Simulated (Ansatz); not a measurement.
Report: zincblende GaAs (F-43m), biaxial stress in the (001) plane

Cell and atoms are relaxed with r2SCAN to each stress (compression positive); bands and masses by r2SCAN with spin-orbit coupling, rigid bands (plane waves, PAW; Ansatz, a quantum-chemistry and plane-wave program). Strains are changes of length against the unloaded cell.

```cif
data_As4Ga4
_chemical_formula_sum 'Ga4 As4'
_space_group_name_H-M_alt 'F-43m'
_space_group_IT_number 216
_space_group_name_Hall 'F -4 2 3'
_cell_length_a 5.66642
_cell_length_b 5.66642
_cell_length_c 5.66642
_cell_angle_alpha 90.000
_cell_angle_beta 90.000
_cell_angle_gamma 90.000
loop_
_atom_site_label
_atom_site_type_symbol
_atom_site_symmetry_multiplicity
_atom_site_Wyckoff_symbol
_atom_site_fract_x
_atom_site_fract_y
_atom_site_fract_z
_atom_site_occupancy
Ga1 Ga 4 a 0.00000 0.00000 0.00000 1
As1 As 4 d 0.75000 0.75000 0.75000 1
```
(The calculation used a cell of 2 atoms; values per cell refer to that cell.)

| stress (GPa) | strain [001] (%) | strain [100] (%) | gap (eV) | mₑ* [001] | mₑ* [100] | mₕ* [001] | mₕ* [100] |
|---|---|---|---|---|---|---|---|
| -2.00 | -1.46 | 1.71 | 0.623 | 0.046 | 0.052 | 0.154 | 0.38 |
| -1.00 | -0.70 | 0.82 | 0.748 | 0.052 | 0.055 | 0.29 | 0.41 |
| 0 | 0 | 0 | 0.858 | 0.058 | 0.058 | 0.40 | 0.40 |
| 1.00 | 0.66 | -0.78 | 0.900 | 0.063 | 0.060 | 0.44 | 0.35 |
| 2.00 | 1.28 | -1.51 | 0.936 | 0.067 | 0.063 | 0.46 | 0.28 |

[001] is the normal of the loaded plane; [010] strains as [100]. Masses are conductivity masses at 300 K in electron masses.

Q: From the two loads next to zero, find the biaxial modulus and the ratio of out-of-plane to in-plane strain.

A: Between -1.00 and 1.00 GPa the strain along [100] changes by -1.60 % and that along [001] by 1.36 %. The modulus is 2.00/0.0160 = 125 GPa and the ratio of the strains 0.85 (r2SCAN, atoms relaxed). For a cubic (001) plane the ratio is 2C₁₂/C₁₁ and the modulus C₁₁ + C₁₂ − 2C₁₂²/C₁₁, which gives C₁₁ ≈ 118 GPa and C₁₂ ≈ 50 GPa.

Q: How fast does the gap move on either side of zero load?

A: Under tension, (0.748 − 0.858) eV over -1.00 GPa = 110 meV/GPa, or about -13 eV per unit strain; under compression, (0.900 − 0.858) eV over 1.00 GPa = 42 meV/GPa, or about -5.4 eV per unit strain. The two slopes part by 68 meV/GPa; gaps are resolved to about 0.01 eV, which allows 20 meV/GPa, so they differ.

Q: Take the carrier density and the relaxation time as fixed, so that ρ ∝ m*. What gauge factor (Δρ/ρ)/ε follows for current along [100] at the loads next to zero?

A: holes at 1.00 GPa: (0.35/0.40 − 1)/-0.0078 ≈ 16. These are means over a finite load; the small-strain gauge factor differs, most where the load has already emptied the upper valleys or bands. Carriers and loads whose mass moves by under 12 % aren't resolved and aren't listed. The change of shape, which adds a term of order 1 to 2, and that of the scattering between valleys or bands are left out.

Masses are those of dilute carriers in rigid bands with one relaxation time, without polarons. Third decimals of gaps are kept for the arithmetic. Every relaxation keeps the zincblende phase (space group I-4m2 under this load), so a transition, a distortion that breaks the symmetry or fracture can't show.
